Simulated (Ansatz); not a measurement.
Base system: ZnGeP2 in the chalcopyrite structure (space group I-42d, No. 122; a = 5.374 Å, c = 10.625 Å). Axes: x, y, z lie along a, b, c of the conventional cell.

Calculations: LDA/PAW in Ansatz (a quantum-chemistry and plane-wave program), spin-orbit coupling left out.

Perturbation: compressive biaxial strain of 1.50 % in the plane normal to [001], as in epitaxy on a mismatched substrate; the out-of-plane cell vector and the atoms relax.

Task: How does this affect the out-of-plane strain?

Result: The out-of-plane strain comes out as +1.37 %.

Task: How does this affect the in-plane stress?

Result: The mean in-plane stress (compression positive) comes out as +2.3 GPa.

Task: What does the calculation give for the energy relative to the base after the change?

Result: The energy goes up by 4.0 meV/atom.

Stability against distortions was not tested.
